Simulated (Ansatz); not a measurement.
Consider these faces of rutile-type MgF2, relaxed from ideal cuts in 1x1 cells: (001), (100), (110).

These are PBE (plane waves to 420 eV, PAW; Ansatz, a quantum-chemistry and plane-wave program) values and carry that method's errors.

Q: Put the candidates in order of surface energy, lowest first, for PBE.

A: (110) (0.57 J/m²), (100) (0.65 J/m²), (001) (0.92 J/m²)
